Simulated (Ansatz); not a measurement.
**What 4 layers does to Pd**

Consider Pd in the fcc (Cu type) structure (space group Fm-3m, No. 225; a = 3.908 Å). Axes: x, y, z lie along the cube axes.

The change: a free-standing slab of 4 layers (4 atoms, 1 a layer) is cut normal to [111], with 15 Å of vacuum and the in-plane cell held at bulk.

Method: r2SCAN (Ansatz, an electronic-structure program; PAW; 500 eV plane waves; spin-orbit coupling left out). Settings: 19×19×1 k-points, 0.05 eV Fermi–Dirac smearing, for the changed cell.

| quantity | base | changed | shift |
|---|---|---|---|
| layer's space group (with vacuum) | – | P-3m1 (No. 164) | – |
| band gap | zero | zero | – |
| excess energy per area of both faces (slab less bulk energy over the cell's area: twice a surface energy) (uncertain by up to 0.10 J/m²) | – | 3.0 J/m² | – |
| change of the spacing d12 from its bulk value of 2.256 Å | – | +0.4 % | – |
| change of the spacing d23 from its bulk value of 2.256 Å | – | -0.6 % | – |

Final structure:

```
CELL_PARAMETERS angstrom
      2.76363     0.00000     0.00000
      1.38181     2.39337     0.00000
      0.00000     0.00000    21.76947
ATOMIC_POSITIONS crystal
  Pd 0.33333 0.83333 0.34439
  Pd 0.00000 0.50000 0.44846
  Pd 0.66667 0.16667 0.55154
  Pd 0.33333 0.83333 0.65561
```

Cost of the whole job for the changed cell (relaxation, final SCF and bands): around 120 core-seconds (rough).

Slab and bulk use different k-meshes, which limits the precision of the excess energy. No phonon test of stability was made. All final runs are without spin polarisation. Pd has a high density of states at the Fermi level and may be magnetic at this level.
